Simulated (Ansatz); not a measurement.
The reference is Au in the fcc (Cu type) structure (space group Fm-3m, No. 225; a = 4.083 Å; relaxed with 0.1 eV smearing). Axes: x, y, z lie along the cube axes.

Calculations: PBEsol (Ansatz, a first-principles code, PAW, no spin-orbit coupling).

Before the change:

The volume per atom comes out as 17.02 Å³.

Now apply this change: tensile biaxial strain of 0.42 % in the plane normal to [111], as in epitaxy on a mismatched substrate; the out-of-plane cell vector and the atoms relax.

Q: What does the calculation give for the energy relative to the base, in-plane stress and volume per atom after the change?

A: The energy increases by 0.3 meV/atom; the mean in-plane stress (compression positive) is -0.7 GPa; the volume per atom increases by 0.05 Å³ to 17.07 Å³.

Whether these cells are dynamically stable was not tested.
